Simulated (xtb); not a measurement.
xtb 6.7.1, GFN2-xTB: C[Si](C)(C)c1ccc(-c2ccc(-c3c(F)c(F)cc(F)c3F)cc2)cc1, 44 atoms. The geometry is a generated start, not checked to be a minimum at this level.

| Quantity | Result |
|---|---|
| run flags | --grad |
| method | GFN2-xTB |
| --acc | 1 (default) |
| --etemp (K) | 300 (default) |
| basis functions | 128 |
| valence electrons | 134 |

One run each on 1 thread. Values of broydamp tried: 0.02, 0.05, 0.1, 0.2, 0.4 (default), 0.6, 0.8, 1.

**Question.** Which value of broydamp needs the fewest SCC iterations, and what happens away from it?

**Answer.** Fewest SCC iterations, within one of each other: 0.2 with 14, 0.4 (default) with 13, 0.6 with 14. The count rises to 21 at 0.02. All converge to one solution.

```
broydamp       SCC iterations            end
-------------  --------------  -------------
0.02                       21  same solution
0.05                       19  same solution
0.1                        17  same solution
0.2                        14  same solution
0.4 (default)              13  same solution
0.6                        14  same solution
0.8                        15  same solution
1                          16  same solution
```
